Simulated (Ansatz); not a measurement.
Cost and result by functional for the surface energy of the (001) surface of rutile SnO2 in its 1x1 cell (cut with top plane 2 O + Sn, bottom plane 2 O + Sn), outermost plane spacing 1.62 Å in the ideal cut, in Ansatz (plane waves, PAW). Single points on the PBE structure, on one kind of machine; costs are rough ratios of the slab run's core time (references not counted) to the cheapest single point. r2SCAN's cost holds its higher cutoff (500 against 420 eV). Differences are taken against HSE06 for comparison alone: no measured value is at hand, so the table doesn't rank accuracy. HSE06 ran on a coarser k-mesh, which lowers its cost and carries part of its shift.

Set-up: 24 atoms, O16Sn8, 11.3 Å thick at the start; mesh 5x5x1; 0.025 eV smearing; dipole correction on; all atoms relaxed; symmetry of the start imposed; no spin, no spin-orbit, no U. These notes are the PBE run's.

```tsv
functional	relative cost	surface energy (J/m²)	less HSE06 (J/m²)
LDA	1	2.23	0.18
PBEsol	1	1.99	-0.06
RPBE	1	1.52	-0.52
r2SCAN	2	2.16	0.11
HSE06	10	2.05	0.00
PBE (the relaxed run's value)	–	1.75	-0.29
```

The values span 0.70 J/m², while the single points' costs differ by a factor of roughly 10. Differences are of unrounded values.

Ansatz is a first-principles code.
